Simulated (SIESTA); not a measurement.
Input and output of a self-consistent single point for NaH (Fm-3m, 2 atoms in the cell) (SIESTA).

Method: SIESTA 5.4.2 with GGA PBE, numerical atomic orbitals TZP, PseudoDojo PBE standard norm-conserving potentials (rewritten from UPF to PSML).

The change in words: lattice scaled by 0.98. Reference geometry:
```
CELL_PARAMETERS angstrom
      0.00000     2.44000     2.44000
      2.44000     0.00000     2.44000
      2.44000     2.44000     0.00000
ATOMIC_POSITIONS crystal
  Na 0.00000 0.00000 0.00000
  H  0.50000 0.50000 0.50000
```

Reference input (self-consistent single point, DFT, GGA PBE, numerical atomic orbitals TZP, PseudoDojo PBE standard norm-conserving potentials (rewritten from UPF to PSML)): XC.functional = GGA; XC.authors = PBE; potentials = PseudoDojo PBE standard; PAO.BasisSize = TZP; PAO.EnergyShift = 0.01 Ry; MeshCutoff = 300 Ry; kgrid.MonkhorstPack = 6 6 6; OccupationFunction = FD; ElectronicTemperature = 580.23 K; MaxSCFIterations = 150; SCF.Mixer.Method = Broyden; SCF.Mixer.Weight = 0.2. This run's input differs from it in these lines:

```diff
@@ -12,5 +12,5 @@
 %block LatticeVectors
-     0.000000000    4.610931744    4.610931744
-     4.610931744    0.000000000    4.610931744
-     4.610931744    4.610931744    0.000000000
+     0.000000000    4.518713109    4.518713109
+     4.518713109    0.000000000    4.518713109
+     4.518713109    4.518713109    0.000000000
 %endblock LatticeVectors
@@ -19,3 +19,3 @@
      0.000000000    0.000000000    0.000000000  1
-     4.610931744    4.610931744    4.610931744  2
+     4.518713109    4.518713109    4.518713109  2
 %endblock AtomicCoordinatesAndAtomicSpecies
```

The program printed (abridged):

```
        iscf     Eharris(eV)        E_KS(eV)     FreeEng(eV)     dDmax    Ef(eV) dHmax(eV)
   scf:    1    -1258.844266    -1259.268988    -1259.268988  0.866826 -5.636673  3.746805
   scf:    2    -1259.551647    -1259.414567    -1259.414567  0.047518 -6.262564  2.695121
   scf:    3    -1259.648932    -1259.553168    -1259.553168  0.068602 -4.654762  0.258693
   scf:    4    -1259.553570    -1259.553376    -1259.553376  0.003316 -4.726484  0.154983
   scf:    5    -1259.553632    -1259.553515    -1259.553515  0.005596 -4.845480  0.006782
   [... 4 lines left out ...]
   scf:   10    -1259.553517    -1259.553517    -1259.553517  0.000179 -4.841725  0.000855
   scf:   11    -1259.553517    -1259.553517    -1259.553517  0.000138 -4.841678  0.000653
   scf:   12    -1259.553517    -1259.553517    -1259.553517  0.000108 -4.841643  0.000499
   scf:   13    -1259.553517    -1259.553517    -1259.553517  0.000083 -4.841586  0.000383
SCF Convergence by DM+H criterion
max |DM_out - DM_in|         :     0.0000827452
max |H_out - H_in|      (eV) :     0.0003832456
SCF cycle converged after 13 iterations

Using DM_out to compute the final energy and forces

siesta: E_KS(eV) =            -1259.5535

siesta: E_KS - E_eggbox =     -1259.5535

siesta: Atomic forces (eV/Ang):
     1   -0.000000    0.000000    0.000000
     2    0.000000    0.000000   -0.000000
   Tot   -0.000000    0.000000    0.000000
   Max    0.000000
   Res    0.000000    sqrt( Sum f_i^2 / 3N )
   Max    0.000000    constrained

Stress tensor Voigt[x,y,z,yz,xz,xy] (kbar):       -4.14       -4.14       -4.14       -0.55       -0.55       -0.55
(Free)E + p*V (eV/cell)    -1259.4828
Target enthalpy (eV/cell)    -1259.5535

siesta: Program's energy decomposition (eV):
siesta: FreeEng =     -1259.553517

   [... lines left out ...]
siesta: Cell volume =         27.344986 Ang**3
siesta:           4.14451928          4.14451928  kBar
   [... lines left out ...]
   1  8.628   1.994   0.162  -0.361   0.497   2.020   2.020   2.020   0.092
              0.092   0.092

Species: H
Atom  Qatom  Qorb
               1s      1s      1s      2Ppy    2Ppz    2Ppx
   2  1.372   1.146  -0.284   0.494   0.006   0.006   0.006

mulliken: Qtot =       10.000

Mulliken Atomic Populations:
Atom #   charge [q] valence [e]  Species
     1     0.371643    8.628357  Na
     2    -0.371643    1.371643  H
 Total     0.000000
```

The run converged in 13 iterations. Against the reference run the free energy hardly moves (within 1 meV/atom), the pressure goes from -0.67 to 0.41 GPa and the gap on the mesh goes from 3.800 to 3.917 eV.

The starting cell has typed, rounded lattice constants, without a prior relaxation at this level. For this run, on top of that: lattice scaled by 0.98. Values carry the incompleteness of an atom-centred basis.
